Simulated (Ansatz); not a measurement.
Rock-salt LaS was calculated with r²SCAN+SOC in Ansatz (plane waves, PAW).

Input file:

Ansatz 0.2 input:
```yaml
crystal:
  lattice:
    - [0.0, 2.9244409774, 2.9244409774]
    - [2.9244409774, 0.0, 2.9244409774]
    - [2.9244409774, 2.9244409774, 0.0]
  atoms:
    - { symbol: La, position: [0.0, 0.0, 0.0] }
    - { symbol: S, position: [0.5, 0.5, 0.5] }
basis:
  ecutwfc: 560
  ecutrho_ratio: 4
  xc_grid: 3
kpoints:
  mp_grid: { grid: [16, 16, 16] }
hamiltonian:
  xc: r2scan
  dispersion: none
  pseudopotentials: { kind: paw }
scf:
  occupations: { method: fermi_dirac, width: 0.05 }
  convergence: { dr2_threshold: 0.0000000002 }
output:
  forces: true
  stress: true
  eigenvalues: true
magnetization:
  noncollinear: true
  spin_orbit: true
```

Task: How many irreducible k-points, plane waves at Γ does the program set up, and what pressure does the run end with?

Result: 145 irreducible k-points, 1459 plane waves at Γ; P = 1.78 GPa, so the cell is compressed on average and its volume would grow at this level.

The run printed, among other lines:

```
Crystal: 2 atoms, lattice volume = 50.022 Å³
Basis set: ecut = 560 eV, 1459 PW (Γ), exchange–correlation on 96×96×96 points (27 copies of the dense FFT grid, shifted against one another)
Bands: 26, of which v1, the nominal top of the filled ones, is band 17 counted from 1 (16 counted from 0)
Symmetry: 48 space group operations + 48 with time reversal
k-points: 145 of 4096
Initial density: superposition of atomic densities (chi_scale 0.1, normalization cell, long waves kept (reshape's long-wave potential 0.00 eV rms))
Functional: x = r2scan, c = r2scan; τ floored in thin density (d = 2e-4 eV/Å³)
spin=Noncollinear: Kerker preconditioning applied to the charge; magnetization (m_x, m_y, m_z) channels mix plain (no charge-response kernel on spin).
SCF 1 converged in 9 iterations: F = -7161.059931 eV  dr2 = 1.49e-10
SCF converged after 9 iterations
Free energy (F): -7161.059931 eV
Internal energy: -7161.051387 eV  (E = F + TS)
E sigma→0 (E₀):  -7161.055659 eV
Fermi energy:    12.024342 eV
--- Forces (eV/Å), atoms counted from 1 ---
  atom   1  La    -0.00000000     0.00000000     0.00000000
  atom   2  S      0.00000000     0.00000000     0.00000000
--- Stress (GPa, compression-positive) ---
        1.776080       0.000000      -0.000000
       -0.000000       1.776080       0.000000
        0.000000      -0.000000       1.776080
  P = ⅓ Tr σ = 1.7761 GPa (17.761 kbar)
```

The cell is one volume of an energy–volume scan, off the minimum.

The PAW data were made under PBE.

Ansatz is a program for electronic structure.
